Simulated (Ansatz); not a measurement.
The starting structures come from a database of crystals and need not be the phases stable at ambient conditions.

 Where the default PAW files enter, the runs use the earlier of Ansatz's two default sets.

By PBEsol, the system below comes out a metal.

A figure of merit of an interconnect metal is its ballistic conductance per area.

Here is the system:

```
CELL_PARAMETERS angstrom
      3.37006     0.00000     0.00000
      0.01404     4.75541     0.00000
     -1.67543    -0.00500     1.68500
ATOMIC_POSITIONS crystal
  P  0.00000 0.25057 0.00000
  P  0.00000 0.74943 0.00000
```

Space group of this cell: P2/m. The cell is strained (all lengths scaled by 0.98); by PBEsol its mean pressure is 6.9 GPa.

The current flows along the normal of the first two printed cell vectors. No spin-orbit coupling; the value is a mean over 0.1 eV about the Fermi level.

Question: Compute, with Ansatz (a quantum-chemistry and plane-wave program) with PBEsol, the ballistic conductance per area.

Answer: 1.4 × 10¹⁵ S/m² for both spins.
